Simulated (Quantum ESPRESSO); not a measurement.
Quantum ESPRESSO run on Al₂Se₃O₁₂ (R-3, 34 atoms in the cell): self-consistent single point.

Method of the run: PBEsol, GBRV 1.5 ultrasoft (PBESOL) pseudopotentials (plane waves; Quantum ESPRESSO 7.5).

The change in words: lattice scaled by 1.015. Reference geometry:
```xyz
34
Lattice="4.2413 2.4487 7.5587 -4.2413 2.4487 7.5587 0.0000 -4.8974 7.5587" Properties=species:S:1:pos:R:3 pbc="T T T"
Al     0.0000     0.0000     7.9784
Al     0.0000     0.0000    14.6978
Al     0.0000     0.0000     3.2129
Al     0.0000     0.0000    19.4633
Se    -3.0458    -0.3406     9.4238
Se     3.0458     0.3406    13.2524
Se     1.8179    -2.4674     9.4238
Se    -1.8179     2.4674    13.2524
Se     1.2279     2.8081     9.4238
Se    -1.2279    -2.8081    13.2524
O     -1.4367    -0.6636     9.0764
O      1.4367     0.6636    13.5998
O      1.2930    -0.9125     9.0764
O     -1.2930     0.9125    13.5998
O      0.1437     1.5760     9.0764
O     -0.1437    -1.5760    13.5998
O     -3.2840     1.3000     9.5555
O      3.2840    -1.3000    13.1207
O      0.5162    -3.4941     9.5555
O     -0.5162     3.4941    13.1207
O      2.7678     2.1941     9.5555
O     -2.7678    -2.1941    13.1207
O     -3.3432    -1.0969    10.8839
O      3.3432     1.0969    11.7923
O      2.6215    -2.3469    10.8839
O     -2.6215     2.3469    11.7923
O      0.7217     3.4437    10.8839
O     -0.7217    -3.4437    11.7923
O     -1.4286    -0.6850    15.7965
O      1.4286     0.6850     6.8797
O      1.3076    -0.8947    15.7965
O     -1.3076     0.8947     6.8797
O      0.1211     1.5797    15.7965
O     -0.1211    -1.5797     6.8797
```

Reference input (self-consistent single point, DFT, PBEsol, plane waves, GBRV 1.5 ultrasoft (PBESOL) pseudopotentials): ecutwfc = 40 Ry; ecutrho = 200 Ry; occupations = fixed; potentials = {Al: al_pbesol_v1.uspp.F.UPF, Se: se_pbesol_v1.uspp.F.UPF, O: o_pbesol_v1.2.uspp.F.UPF}; K_POINTS = automatic 3 3 3 0 0 0; nbnd = 100; conv_thr = 1e-08 Ry; mixing_beta = 0.4. This run's input differs from it in these lines:

```diff
@@ -26,5 +26,5 @@
 CELL_PARAMETERS angstrom
-   4.24131311     2.44872327     7.55873200
-  -4.24131311     2.44872327     7.55873200
-   0.00000000    -4.89744654     7.55873200
+   4.30493309     2.48545428     7.67211300
+  -4.30493309     2.48545428     7.67211300
+   0.00000000    -4.97090856     7.67211300
 ATOMIC_POSITIONS crystal
```

Output, abridged:

```
     Self-consistent Calculation

     iteration #  1     ecut=    40.00 Ry     beta= 0.40

     total energy              =   -1057.04258274 Ry
     estimated scf accuracy    <       9.94046032 Ry

     iteration #  2     ecut=    40.00 Ry     beta= 0.40

     total energy              =   -1059.64235557 Ry
     estimated scf accuracy    <       0.52619281 Ry

     iteration #  3     ecut=    40.00 Ry     beta= 0.40

     total energy              =   -1059.63443930 Ry
     estimated scf accuracy    <       0.12771823 Ry

   [... 8 blocks of this kind left out ...]

     iteration # 12     ecut=    40.00 Ry     beta= 0.40

     total energy              =   -1059.66327915 Ry
     estimated scf accuracy    <       0.00000019 Ry

     iteration # 13     ecut=    40.00 Ry     beta= 0.40
     End of self-consistent calculation

     highest occupied, lowest unoccupied level (ev):     1.5951    4.0890

!    total energy              =   -1059.66327921 Ry
     estimated scf accuracy    <          4.1E-09 Ry

     convergence has been achieved in  13 iterations

     Forces acting on atoms (cartesian axes, Ry/au):

     atom    1 type  1   force =     0.00000000   -0.00000000   -0.01244950
     atom    2 type  1   force =     0.00000000    0.00000000    0.01244950
     atom    3 type  1   force =     0.00000000    0.00000000    0.01089046
     atom    4 type  1   force =     0.00000000    0.00000000   -0.01089046
     atom    5 type  2   force =    -0.00712971   -0.00942744    0.00672844
   [... 25 lines left out ...]
     atom   31 type  3   force =    -0.01174619   -0.03090854    0.02598655
   [... lines left out ...]

     Total force =     0.209045     Total SCF correction =     0.000160

          total   stress  (Ry/bohr**3)                   (kbar)     P=     -112.75
  -0.00076390  -0.00000000   0.00000000         -112.37       -0.00        0.00
   0.00000000  -0.00076390   0.00000000            0.00     -112.37        0.00
   0.00000000   0.00000000  -0.00077153            0.00        0.00     -113.50

   JOB DONE.
```

The run converged in 13 iterations. Against the reference run the free energy goes up by 35.0 meV/atom, the pressure goes from -6.42 to -11.27 GPa, the largest force goes from 0.645 to 1.133 eV/Å and the gap on the mesh goes from 2.915 to 2.494 eV.

The starting cell comes from a database of computed structures (which also holds hypothetical and non-ambient phases and stackings), without a prior relaxation at this level. Its lattice was rescaled by a random factor within 2.5 % of one. For this run, on top of that: lattice scaled by 1.015. Forces in this geometry exceed 1 eV/Å.

Cost on one core of a shared machine: roughly 8 min.
